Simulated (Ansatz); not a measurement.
## BeAlNO (model structure, started from the AlSiCN type, P3m1, No. 156, 4 atoms in the cell): smallest direct gap on the k points sampled by level of theory

No measured value is used here.

```json
[
 {"level (code)": "LDA (Ansatz)", "value (eV)": "4.64", "cell (Å³/atom)": "8.73"},
 {"level (code)": "PBE (Ansatz)", "value (eV)": "4.37", "cell (Å³/atom)": "9.14"},
 {"level (code)": "PBEsol (Ansatz)", "value (eV)": "4.38", "cell (Å³/atom)": "8.97"},
 {"level (code)": "r²SCAN (Ansatz)", "value (eV)": "(withheld)", "cell (Å³/atom)": "8.94"},
 {"level (code)": "G0W0@PBEsol (Ansatz)", "value (eV)": "6.67", "cell (Å³/atom)": "8.97"}
]
```

Task: Complete the blanks.

Result: 
- r²SCAN (Ansatz, a program for electronic structure), value (eV): 5.22

Computed values are for a static lattice.  Values are at the level's own equilibrium cell; G0W0@PBEsol at the PBEsol cell. Cutoffs differ between the levels. Ansatz's density-functional and Hartree–Fock values are scalar-relativistic unless marked +SOC, with PAW data made under PBE.

A model structure was made by putting elements into a prototype or built by hand; it is no filed structure, need not be a known phase, and can be a saddle point held by its symmetry.
